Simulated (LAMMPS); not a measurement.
Pressure dependence of Cu (fcc) at 810 K, from the crystal.

Model: classical MD, pair style eam/alloy, file Cu_mishin1.eam.alloy; code LAMMPS.

| P (GPa) | state | volume | coordination number |
|---|---|---|---|
| 0 | crystal; no diffusion seen in 30 ps | 12.3083 ± 0.0004 Å³/atom | 12.0 (counted to 3.14 Å) |
| 2 | crystal; no diffusion seen in 30 ps | 12.1098 ± 0.0004 Å³/atom | 12.0 (counted to 3.14 Å) |
| 5 | crystal; no diffusion seen in 30 ps | 11.8403 ± 0.0002 Å³/atom | 12.0 (counted to 3.10 Å) |

Caution (rows 2; 5): a run this short can hold a crystal over, or a liquid under, the potential's own melting point, which these runs don't give.

Estimate the isothermal bulk modulus at zero pressure. A parabola P(ln V) through the three points gives −dP/d ln V = 120 GPa at zero pressure.

States go by the mean squared displacement: a species diffuses where it passes 1.5 Å², still rises and gives D over 1e-6 cm²/s; a crystal has left its structure where atoms lie 0.35 Å off their sites on average or a cubic box changes its shape by 3 %, or the axial ratios of another lie 8 % off the starting cell's, which the potential's own relaxation can also do.

Uncertainties are statistical and leave out the potential's own error.
